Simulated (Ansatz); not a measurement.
We consider CdSe (Fm-3m, No. 225, 2 atoms in the cell; start mp-1055; high-pressure phase), described by r²SCAN+rVV10 in Ansatz (PAW).

Run with plane-wave cutoff 560 eV, 16×16×16 k mesh, Fermi–Dirac smearing 0.05 eV, scalar-relativistic PAW data made under PBE.

Cell (relaxed at this level):

```
CELL_PARAMETERS angstrom
      0.00000     2.82774     2.82774
      2.82774     0.00000     2.82774
      2.82774     2.82774     0.00000
ATOMIC_POSITIONS crystal
  Cd 0.00000 0.00000 0.00000
  Se 0.50000 0.50000 0.50000
```

Q: What does this level give for the band gap and smallest direct gap on the k points sampled?

A: 
band gap: 0.01 eV (under three smearing widths, so not firm)
smallest direct gap on the k points sampled: 1.61 eV

Note: the relaxation could not lower the start's symmetry, so the cell can be a saddle point above a distorted one.

Spin–orbit coupling is not included; it can close the smallest gap of 0.01 eV.

The computed numbers hold no vibrational or temperature effects.

A start named mp-… is a Materials Project structure, which need not be a measured phase.

Ansatz is an electronic-structure program.
